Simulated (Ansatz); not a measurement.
Abridged Ansatz (a first-principles code) output:

```
Pseudopotential: Ru, paw, valence charge 16
Crystal: 2 atoms, lattice volume = 26.643 Å³
Basis set: ecut = 420 eV, 537 PW (Γ), exchange–correlation on 36×36×60 points (8 copies of the dense FFT grid, shifted against one another)
Bands: 20, of which v1, the nominal top of the filled ones, is band 16 counted from 1 (15 counted from 0)
Symmetry: 24 space group operations
k-points: 264 of 4400
Functional: x = pbesol(κ = 0.804, μ = 0.12345679012345678), c = pbesol(β = 0.046)
SCF iter   1: F=—  HF=-11633.018512 eV  |F-HF|=—  |Δ(HF+E_count)|=         —  Δρ=1.09e-2  dr2=1.99e-2  ethr=1.77e-3  ⟨swp⟩=5.1  Hψ=20795  notcnv=0
SCF iter   2: F=—  HF=-11633.015410 eV  |F-HF|=—  |Δ(HF+E_count)|=   3.10e-3  Δρ=5.67e-3  dr2=5.02e-3  ethr=6.20e-5  ⟨swp⟩=2.0  Hψ=12349  notcnv=0  defer=1
SCF 1 converged in 7 iterations: F = -11633.014448 eV  dr2 = 2.83e-12
SCF converged after 7 iterations
Free energy (F): -11633.014448 eV
Internal energy: -11633.001212 eV  (E = F + TS)
E sigma→0 (E₀):  -11633.007830 eV
Entropy (-TS):   -0.013236 eV (-6.618 meV/atom)
Fermi energy:    23.956206 eV
--- Forces (eV/Å), atoms counted from 1 ---
  atom   1  Ru    -0.00000000    -0.00000000    -0.00000000
  atom   2  Ru     0.00000000     0.00000000     0.00000000
--- Stress (GPa, compression-positive) ---
       -0.000056       0.000000       0.000000
        0.000000      -0.000056       0.000000
        0.000000       0.000000      -0.000050
  P = ⅓ Tr σ = -0.0001 GPa (-0.001 kbar)
```

Question: What was computed, and what are the main results?

Answer: Ru, 2 atoms in the cell, with Kohn–Sham DFT with the PBEsol functional, run in Ansatz with PAW and 420 eV plane waves, scalar-relativistic without spin-orbit coupling. The last SCF converged to F = -11633.014448 eV, or -5816.5072 eV per atom, at a pressure of 0.00 GPa. The total energy compares only with runs of the same code, potentials and settings.

Whether these cells are dynamically stable was not tested. All final runs are without spin polarisation. The cell is Ru in the hcp (Mg type) structure (space group P6_3/mmc, No. 194).
